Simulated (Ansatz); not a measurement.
Tunnelling through a barrier is set by its complex band structure: the current falls as exp(−2κd) with the smallest κ.

```yaml
crystal:
  lattice:
    - [3.12515, 0.00000, 0.00000]
    - [-1.56258, 2.70646, 0.00000]
    - [0.00000, 0.00000, 5.19236]
  atoms:
    - { symbol: Ga, position: [0.66667, 0.33333, 0.49908] }
    - { symbol: Ga, position: [0.33333, 0.66667, 0.99908] }
    - { symbol: N, position: [0.66667, 0.33333, 0.87592] }
    - { symbol: N, position: [0.33333, 0.66667, 0.37592] }
```

Space group of this cell: P6_3mc, wurtzite. The cell is strained (lengths across the current scaled by 0.98, ions clamped); by r2SCAN its mean pressure is 7.6 GPa.

Transport runs along the normal of the first two printed cell vectors, the (001) (indices of the unstrained crystal) plane of the conventional cell.

No gap correction and no spin-orbit coupling; mid-gap values are interpolated between computed energies.

### Question
Compute, with r2SCAN (Ansatz, a program for electronic structure), the band gap and the smallest decay constant κ at mid-gap.

### Answer
Gap 2.53 eV on a 12×12×6 mesh; κ = 0.166 1/Å, at the zone centre.
